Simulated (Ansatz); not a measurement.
**Thickness series in hypothetical diamond Zn**

Take Zn in the diamond structure (space group Fd-3m, No. 227; a = 5.827 Å; a hypothetical phase, not in the database extracts checked) as the base. Axes: x, y, z lie along the cube axes.

Free-standing slabs (2 atom(s) a layer) normal to [110] with 15 Å of vacuum; in-plane cell held at bulk.

Levels (all Ansatz, a quantum-chemistry and plane-wave program, PAW): PBE (420 eV, no spin-orbit coupling); PBEsol (420 eV, scalar-relativistic without spin-orbit coupling).

The base cell above is that of PBE; each level relaxes its own structures.

```json
[
 {"case": "1 layer", "band gap, PBE": "0.97 eV", "band gap, PBEsol": "0.48 eV"},
 {"case": "2 layers", "band gap, PBE": "zero", "band gap, PBEsol": "zero"},
 {"case": "3 layers", "band gap, PBE": "zero", "band gap, PBEsol": "zero"},
 {"case": "4 layers", "band gap, PBE": "zero", "band gap, PBEsol": "zero"},
 {"case": "5 layers", "band gap, PBE": "zero", "band gap, PBEsol": "zero"},
 {"case": "6 layers", "band gap, PBE": "zero", "band gap, PBEsol": "zero"},
 {"case": "7 layers", "band gap, PBE": "zero", "band gap, PBEsol": "zero"}
]
```

The two levels differ by at most about 0.48 eV. They put the cases in the same order.

Whether these cells are dynamically stable was not tested.
